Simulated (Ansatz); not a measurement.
```xyz
10
Lattice="4.7961 0.0000 0.0000 2.3980 4.1535 0.0000 2.3980 -1.3845 4.4148" Properties=species:S:1:pos:R:3 pbc="T T T"
Fe     2.3980     1.3845     0.1640
Fe     4.7961     0.0000     2.0434
Fe     7.1941     1.3845     4.2507
Fe     4.7961     2.7690     2.3714
O      7.9440     2.8547     3.3111
O      5.5460     1.2989     3.3111
O      3.2963     0.0000     3.3111
O      1.6481    -0.0856     1.1037
O      4.0462     1.4702     1.1037
O      6.2959     2.7690     1.1037
```

Spin-polarised, with starting moments of sign Fe+ Fe+ Fe+ Fe+ O0 O0 O0 O0 O0 O0.

Computed with DFT with PBE, PAW potentials and a 420 eV plane-wave cutoff in Ansatz (an electronic-structure program), without spin-orbit coupling, earlier PAW set. k-mesh 12×12×12 (Γ-centred); smearing 0.05 eV (Fermi–Dirac).

Predict the largest site moment and band gap.


```json
{
  "largest_site_moment": "0.86 μB",
  "band_gap": "zero"
}
```

The cells carry an imposed strain or load. Whether these cells are dynamically stable was not tested. No Hubbard U is applied and the magnetic state is the run's own (Fe2O3 ferromagnetic); other magnetic orders, which need larger cells, were not tried and can change the gap. The cell was made from Fe₂O₃ in the corundum structure (space group R-3c, No. 167; ferromagnetic) by this change: biaxial strain +0.47 %, plane normal [001], relaxed out of plane. In its common phase, real Fe2O3 is an antiferromagnetic insulator at low temperature.
